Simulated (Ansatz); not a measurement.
**Al2O3 (model structure, started from the Al2S3 type, Amm2, No. 38, 10 atoms in the cell): smallest direct gap on the k points sampled by level of theory**

No measured value is used here.

```json
[
 {"level (code)": "LDA (Ansatz)", "value (eV)": "[?]", "cell (Å³/atom)": "12.14"},
 {"level (code)": "PBEsol (Ansatz)", "value (eV)": "4.01", "cell (Å³/atom)": "12.49"},
 {"level (code)": "r²SCAN (Ansatz)", "value (eV)": "4.64", "cell (Å³/atom)": "12.49"},
 {"level (code)": "HSE06 (Ansatz)", "value (eV)": "5.78", "cell (Å³/atom)": "12.49"}
]
```

### Question
Some entries are withheld; supply them.

### Answer

- LDA (Ansatz, a program for electronic structure), value (eV): 4.03

Computed values are for a static lattice.  Values are at the level's own relaxed cell; r²SCAN at the PBEsol cell; HSE06 at the PBEsol cell. Cutoffs and k meshes differ between the levels. Ansatz's density-functional and Hartree–Fock values are scalar-relativistic unless marked +SOC, with PAW data made under PBE.

A model structure was made by putting elements into a prototype or built by hand; it is no filed structure, need not be a known phase, and can be a saddle point held by its symmetry.
